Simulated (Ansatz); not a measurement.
Given:

```
Cu3N
1.0
    5.49318     0.00000     0.00000
    2.74659     4.75723     0.00000
    2.74659    -1.58574     2.16128
Cu N
3 1
Direct
  0.00000   0.00000   0.50000
  0.50000   0.50000   0.50000
  0.50000   0.00000   0.50000
  0.00000   0.00000   0.00000
```

No spin polarisation.

All numbers come from PBE in Ansatz (plane waves to 420 eV, PAW, no spin-orbit coupling). k-mesh 9×9×9 (Γ-centred); smearing 0.05 eV (Fermi–Dirac).

Question: Estimate the gap character.

Answer: Indirect, T → F.

Question: What is the computed mean in-plane stress (compression positive)?

Answer: -1.3 GPa.

Question: Predict the band gap.

Answer: 0.14 eV.

The cells carry an imposed strain or load. Stability against distortions was not tested. All final runs are without spin polarisation. The cell was made from Cu3N (space group Pm-3m, No. 221) by this change: biaxial strain +1.50 %, plane normal [111], relaxed out of plane. A zero or small gap of Cu3N can be the functional's error rather than a property of the material.

Ansatz is a program for electronic structure.
